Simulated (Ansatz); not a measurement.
Functionals compared on a O vacancy (surface) in a 2x1 cell of the 1x1 (110) surface of rutile TiO2 (cut with top plane O), in Ansatz (plane waves, PAW). The structure was relaxed with PBE; the other rows are single points on it, each with its references at the same level. Cutoff 420 eV (500 eV for r2SCAN). The points keep PBE's geometry, so the relaxation of a polaron and the settling of charge on one site are left out.

Host crystal: rutile TiO2, with a band gap (PBE, scalar-relativistic without spin-orbit coupling).

Slab: 47 atoms, 12.7 Å thick at the start; k 4x3x1, smearing 0.01 eV, dipole-corrected; 2 atoms held, the rest relaxed; symmetry of the start imposed; spin-polarised from one start with parallel moments (other orders not tried), ending with about 1.8 μB a cell, a value that depends on the mesh; orders that need a larger cell were not tried, no spin-orbit, no U. The slab shows no gap over 0.04 eV on its mesh. These notes are the PBE run's. r2SCAN: The program's check for a lower electronic state was not made.

```csv
functional,formation energy (eV)
PBE,4.53
r2SCAN,?
```

Q: Complete the blanks.

A: 
- r2SCAN, formation energy (eV): 4.91

Ansatz is a quantum-chemistry and plane-wave program.
